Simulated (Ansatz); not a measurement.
Ansatz (a program for electronic structure) run on Ge (I4_1/amd, 2 atoms in the cell): zone-centre phonon calculation.

Computed with LDA (PW92), default PAW files made with PBE (plane waves; Ansatz).

```
Ge
1.0
   -2.56677     2.56677     1.39322
    2.56677    -2.56677     1.39322
    2.56677     2.56677    -1.39322
Ge
2
Direct
  0.25000   0.75000   0.50000
  0.50000   0.50000   0.00000
```

Reference input (self-consistent single point, DFT, LDA (PW92), plane waves, default PAW files made with PBE): basis.ecutwfc = 420 eV; kpoints.mp_grid.grid = 13 13 13; hamiltonian.xc = lda; hamiltonian.pseudopotentials = {kind: paw} (the program's default PAW files); scf.occupations.method = fermi_dirac; scf.occupations.width = 0.1 eV. This run's input differs from it in these lines:

Ansatz 0.2 input:
```diff
@@ -12,3 +12,3 @@
 kpoints:
-  mp_grid: { grid: [13, 13, 13] }
+  mp_grid: { grid: [16, 16, 16] }
 hamiltonian:
@@ -18,6 +18,4 @@
   occupations: { method: fermi_dirac, width: 0.1 eV }
-output:
-  forces: true
-  eigenvalues: true
-  stress: true
+phonons:
+  method: dfpt
```

Log, with long lists cut:

```
SCF iter   1: F=—  HF=-8431.089211 eV  |F-HF|=—  |Δ(HF+E_count)|=         —  Δρ=5.45e-3  dr2=4.71e-3  ethr=1.77e-3  ⟨swp⟩=5.1  Hψ=45811  notcnv=0
all-band conjugate gradients solve this SCF's bands
preconditioner: auto → Kerker (q_TF=auto, 2.608 Å⁻¹)
SCF iter   2: F=—  HF=-8431.086957 eV  |F-HF|=—  |Δ(HF+E_count)|=   2.25e-3  Δρ=2.97e-3  dr2=2.03e-3  ethr=1.68e-5  ⟨swp⟩=2.9  Hψ=24732  notcnv=0
   [... lines left out ...]
SCF iter   6: F=—  HF=-8431.086269 eV  |F-HF|=—  |Δ(HF+E_count)|=   3.01e-7  Δρ=1.25e-5  dr2=3.67e-8  ethr=1.47e-9  ⟨swp⟩=2.0  Hψ=17388  notcnv=0
SCF iter   7: F=—  HF=-8431.086269 eV  |F-HF|=—  |Δ(HF+E_count)|=   2.15e-8  Δρ=3.45e-6  dr2=2.86e-9  ethr=1.31e-10  ⟨swp⟩=2.0  Hψ=19652  notcnv=0
SCF iter   8: F=—  HF=-8431.086269 eV  |F-HF|=—  |Δ(HF+E_count)|=  1.96e-10  Δρ=6.69e-7  dr2=1.05e-10  ethr=1.02e-11  ⟨swp⟩=1.0  Hψ=11180  notcnv=0
SCF iter   9: F=-8431.086269 eV  HF=-8431.086269 eV  |F-HF|=5.46e-12  |Δ(HF+E_count)|=  1.82e-12  Δρ=9.24e-8  dr2=1.68e-12  ethr=1.00e-12  ⟨swp⟩=5.0  Hψ=42703  notcnv=0
SCF 1 converged in 9 iterations: F = -8431.086269 eV  dr2 = 1.68e-12
DFPT response loops at Γ: preconditioner auto → Kerker (q_TF=auto, 2.608 Å⁻¹) (partly filled bands, converged f_vac=0.000) …
Free energy (F): -8431.086269 eV
Internal energy: -8431.062011 eV  (E = F + TS)
E sigma→0 (E₀):  -8431.074140 eV
Entropy (-TS):   -0.024259 eV (-12.129 meV/atom)
Fermi energy:    10.988623 eV
--- Phonons (Γ-DFPT): 2 representative perturbations + reference, on 621 of 4096 k-points (Σ response iterations 6) ---
  k mesh reduced under 4 symmetry operations, with k and −k counted as one. Each operation leaves every solved displacement unchanged or reverses it
  ASR residual: 5.952e-5 → 0.000e0 eV/Å²; symmetrization residual: 1.307e-12 eV/Å²
  ASR residual per site (eV/Å²): 5.95e-5 5.95e-5
  Γ frequencies (cm⁻¹): 0.00 0.00 0.00 71.84 166.32 166.32
  non-analytic LO–TO correction: not included (Born effective charges unavailable; polar crystals: no LO–TO splitting at Γ)
```

The run converged in 9 iterations. 

Summary of the result:
| Property | Result |
|---|---|
| Free energy E − TS (on the zero of these files) | -8431.0863 eV |
| Fermi level (on the code's own zero) | 10.99 eV |
| Zone-centre frequencies (cm⁻¹; negative means imaginary) | 0, 0, 0, 72, 166, 166 |

The starting cell comes from a database of computed structures (which also holds hypothetical and non-ambient phases and stackings), without a prior relaxation at this level. Its lattice was rescaled by up to half a per cent.

Cost on one core of a shared machine: roughly 90 s.
